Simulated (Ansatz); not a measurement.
Se (P2₁/c, No. 14, 32 atoms in the cell; start mp-542605), treated with LDA in Ansatz (PAW).

Settings: plane-wave cutoff 520 eV, 4×4×2 k mesh (along the axes of the cell as run), Fermi–Dirac smearing 0.01 eV, scalar-relativistic PAW data made under PBE.

Cell (relaxed at this level):

Space group P2₁/c (No. 14); a = 8.675 Å, b = 7.746 Å, c = 12.659 Å, α = γ = 90.00°, β = 92.22°

```csv
atom,site,symmetry,x,y,z
Se,4e,1,0.4475,0.2989,0.4102
Se,4e,1,0.2456,0.2852,0.0155
Se,4e,1,0.2548,0.1008,0.1645
Se,4e,1,0.0442,0.9140,0.1352
Se,4e,1,0.1627,0.6565,0.0784
Se,4e,1,0.8682,0.3568,0.1094
Se,4e,1,0.6329,0.2561,0.1710
Se,4e,1,0.3222,0.4673,0.2785
```

Estimate the band gap and smallest direct gap on the k points sampled that the calculation returns.


- band gap: 0.87 eV (indirect)
- smallest direct gap on the k points sampled: 0.91 eV

Spin–orbit coupling is not included.

Static lattice: no zero-point or thermal effects.

Computing time: about 10 core-minutes (a rough figure).

A start named mp-… is a Materials Project structure, which need not be a measured phase.

Ansatz is a quantum-chemistry and plane-wave program.
